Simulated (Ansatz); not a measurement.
How the smallest direct gap on the k points sampled of Hf₂N₂O (Cc, No. 9, 10 atoms in the cell; start mp-1178187) moves with the method

No measured value is used here.

| level (code) | value (eV) | cell (Å³/atom) |
|---|---|---|
| LDA (Ansatz) | 2.33 | 12.12 |
| PBEsol (Ansatz) | 2.38 | 12.41 |
| r²SCAN (Ansatz) | 2.86 | 12.41 |
| r²SCAN+rVV10 (Ansatz) | … | 12.47 |
| dielectric-dependent PBEsol hybrid (Ansatz) | … | 12.41 |
| HSE06+SOC (Ansatz) | 3.59 | 12.41 |
| PBE0 (Ansatz) | 4.35 | 12.41 |

### Question
Some entries are withheld; supply them.

### Answer

- r²SCAN+rVV10 (Ansatz, a quantum-chemistry and plane-wave program), value (eV): 2.84
- dielectric-dependent PBEsol hybrid (Ansatz), value (eV): 3.35

Computed values are for a static lattice. Spin–orbit coupling is included only where a level's name says +SOC; with heavier elements it mostly lowers gaps and can invert bands.  Values are at the PBEsol cell; LDA at the level's own relaxed cell; r²SCAN+rVV10 at the level's own relaxed cell. Cutoffs and k meshes differ between the levels. Ansatz's density-functional and Hartree–Fock values are scalar-relativistic unless marked +SOC, with PAW data made under PBE.

A start named mp-… is a Materials Project structure, which need not be a measured phase.
